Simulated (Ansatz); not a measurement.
## Carrier doping in ZnS

Consider ZnS in the zinc blende structure (space group F-43m, No. 216).

```
CELL_PARAMETERS angstrom
      0.00000     2.67833     2.67833
      2.67833     0.00000     2.67833
      2.67833     2.67833     0.00000
ATOMIC_POSITIONS crystal
  S  0.75000 0.75000 0.75000
  Zn 0.00000 0.00000 0.00000
```

Carriers are added at fixed cell with a uniform background; the Fermi–Dirac width is that of 300 K.

Method: PBEsol, PAW, 420 eV (Ansatz, a first-principles code; without spin-orbit coupling).

Notes on the quantities. Fermi level from band edge: Fermi level relative to the doped band's edge (positive inside the band; to 0.05 eV).

| hole density (10^21 cm⁻³) | Fermi level from band edge (eV) |
|---|---|
| 0.7 | 0.15 |
| 1.5 | 0.20 |
| 5 | ? |
| 7 | 0.55 |

Fit E_F = C n^s, fitted as a line in log–log form (a parabolic band gives s = 2/3) to the rows shown and predict the withheld row.

Least squares on the printed values gives C = 0.17 eV, s = 0.58 (largest residual 0.02 eV); this predicts 0.44 eV, and the run gives 0.45 eV, in agreement.

Charged cell with a jellium background: band edges are those of the host's band count, energies are not comparable with the neutral cell, and many-body gap narrowing is missing. Stability against distortions was not tested.
